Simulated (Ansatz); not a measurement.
Input and output of a relaxation of cell and atoms for Sn (Im-3m, 1 atom in the cell) (Ansatz, a program for electronic structure).

Method of the run: LDA (PW92), default PAW files made with PBE (plane waves; Ansatz).

The change in words: atoms on their sites; basis.ecutwfc: 420 eV → 210 eV; relax: default → cell and atoms. Reference geometry:
```
CELL_PARAMETERS angstrom
     -1.88897     1.88897     1.88897
      1.88897    -1.88897     1.88897
      1.88897     1.88897    -1.88897
ATOMIC_POSITIONS crystal
  Sn 0.00000 0.00000 0.00000
```

Reference input (self-consistent single point, DFT, LDA (PW92), plane waves, default PAW files made with PBE): basis.ecutwfc = 420 eV; kpoints.mp_grid.grid = 12 12 12; hamiltonian.xc = lda; hamiltonian.pseudopotentials = {kind: paw} (the program's default PAW files); scf.occupations.method = gaussian; scf.occupations.width = 0.1 eV. This run's input differs from it in these lines:

Ansatz 0.2 input:
```diff
@@ -9,3 +9,3 @@
 basis:
-  ecutwfc: 420.0
+  ecutwfc: 210.0
 kpoints:
@@ -17,2 +17,4 @@
   occupations: { method: gaussian, width: 0.1 }
+relax:
+  cell: {}
 output:
```

The program printed (abridged):

```
   [... SCF lines of the steps left out ...]
relax step   1: F+E_penalty+E_count = -5876.28116962 eV  Δ(F+E_penalty+E_count) = +0.000e0 eV  max|allowed force component| = 0.000e0 eV/Å  Δτ_max = 0.0000 Å  P = -3.071 GPa  Ω = 26.961 Å³  (6 SCF iters, dr2 threshold 1.00e-7 eV, accepted)
relax step   2: F+E_penalty+E_count = -5877.40572883 eV  Δ(F+E_penalty+E_count) = -1.125e0 eV  max|allowed force component| = 0.000e0 eV/Å  Δτ_max = 0.0000 Å  P = +38.661 GPa  Ω = 25.213 Å³  energy of the carried Pulay correction = +1.321e0 eV  (5 [...]
   [... lines left out ...]
relax step  45: F+E_penalty+E_count = -5876.32114146 eV  Δ(F+E_penalty+E_count) = -1.419e-3 eV  max|allowed force component| = 0.000e0 eV/Å  Δτ_max = 0.0000 Å  P = -0.025 GPa  Ω = 25.514 Å³  energy of the carried Pulay correction = +1.419e-3 eV  (2 [...]
relax step  46: F+E_penalty+E_count = -5876.30083279 eV  Δ(F+E_penalty+E_count) = +2.031e-2 eV  max|allowed force component| = 0.000e0 eV/Å  Δτ_max = 0.0000 Å  P = -0.017 GPa  Ω = 25.514 Å³  stress off target by 1.69e-2 GPa  SCF on the basis [...]
basis re-selected at this cell: Δ(F+E_penalty+E_count) = +2.031e-2 eV, ΔP = +0.008 GPa vs the last step
Free energy (F): -5876.300833 eV
Internal energy: -5876.299129 eV  (E = F + TS)
E sigma→0 (E₀):  -5876.299981 eV
Entropy (-TS):   -0.001704 eV (-1.704 meV/atom)
Fermi energy:    11.596717 eV
--- Forces (eV/Å), atoms counted from 1 ---
  atom   1  Sn    -0.00000000    -0.00000000     0.00000000
--- Stress (GPa, compression-positive) ---
       -0.016868       0.000000      -0.000000
        0.000000      -0.016868       0.000000
       -0.000000      -0.000000      -0.016868
  P = ⅓ Tr σ = -0.0169 GPa (-0.169 kbar)
   [... lines left out ...]
to start a new deck from the relaxed geometry:
  cell:  # Å, volume = 25.5136 Å³
    - [-1.8545449186288843, 1.8545449186288843, 1.8545449186288843]
    - [1.8545449186288843, -1.8545449186288843, 1.8545449186288843]
    - [1.8545449186288843, 1.8545449186288843, -1.8545449186288843]
  atoms:
    - { symbol: Sn, position: [0.0, 0.0, 0.0] }
```

The run converged. 

Summary of the result:
| Quantity | Result |
|---|---|
| Free energy E − TS (on the zero of these files) | -5876.3008 eV |
| Fermi level (on the code's own zero) | 11.60 eV |
| Pressure | -0.02 GPa |
| Final cell | a = 3.212 Å, b = 3.212 Å, c = 3.212 Å, α = 109.47°, β = 109.47°, γ = 109.47° |
| Final volume per atom | 25.51 Å³ |
| Relaxation steps | 46 |

The starting cell comes from a database of computed structures (which also holds hypothetical and non-ambient phases and stackings), without a prior relaxation at this level. Its lattice was rescaled by up to half a per cent. The relaxation keeps the symmetry of its start, so its end need not be a minimum. Ansatz's pressure includes its estimate of the finite-basis (Pulay) stress. Without the estimate this run gives -123.48 GPa. The cutoff lies below the one recommended for these files.

Cost on one core of a shared machine: roughly 40 s.
